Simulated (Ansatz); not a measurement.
Start from BaTiO3 in the cubic perovskite structure (space group Pm-3m, No. 221; a = 3.935 Å). Axes: x, y, z lie along the cube axes.

All numbers come from DFT with LDA, PAW potentials and a 420 eV plane-wave cutoff in Ansatz (a program for electronic structure), no SOC.

One thing is altered: uniaxial strain ε_zz = −2.40 %, all other strain components held at zero, atoms relaxed at fixed cell.

Q: Predict the stress tensor and what it implies for the stiffness.

A: Stress of the strained cell less that of the base (GPa, compression positive):
```
   3.05    0.00    0.00
   0.00    3.05    0.00
   0.00    0.00    9.46
```

Then −Δσ_ii/ε with ε = -0.0240 gives secant stiffness values (nonlinear terms included at this strain): C33 ≈ 394 GPa, C13 ≈ 127 GPa and C23 ≈ 127 GPa.

As a check, the harmonic strain energy −½ V₀ Δσ:ε is 8.6 meV/atom; the computed energy rise is 8.3 meV/atom.

Stability against distortions was not tested. The final runs are not spin-polarised. Many cubic perovskites are stable only at high temperature; tilts and polar distortions were not tested. This is not the structure that BaTiO3 has at room temperature and ambient pressure.
